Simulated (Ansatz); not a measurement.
The reference is VO₂ in the rutile structure (space group P4_2/mnm, No. 136; a = 4.584 Å, c = 2.839 Å; ferromagnetic). Axes: x, y, z lie along a, b, c of the conventional cell.

Calculations: PBE, PAW, 420 eV (Ansatz, an electronic-structure program; without spin-orbit coupling).

For the base:

| Quantity | Result |
|---|---|
| Largest site moment | 0.83 μB |
| Pressure | 0.0 GPa |
| Volume per atom | 9.94 Å³ |

One thing is altered: biaxial strain −0.96 %, plane normal [001], relaxed out of plane (Cartesian); in-plane vectors clamped, the third vector and the atoms free.

### Question
What does the calculation give for the largest site moment after the change?

### Answer
The largest site moment is still 0.83 μB.

### Question
What does the calculation give for the pressure after the change?

### Answer
The pressure (mean of the normal stresses, compression positive) goes from zero to 2.7 GPa.

### Question
Predict the new volume per atom.

### Answer
The volume per atom decreases by 0.13 Å³ to 9.81 Å³.

Other magnetic orders, which the real material may have, were not ruled out. No phonon test of stability was made. No Hubbard U is applied, and correlation can decide whether such a compound is a metal.
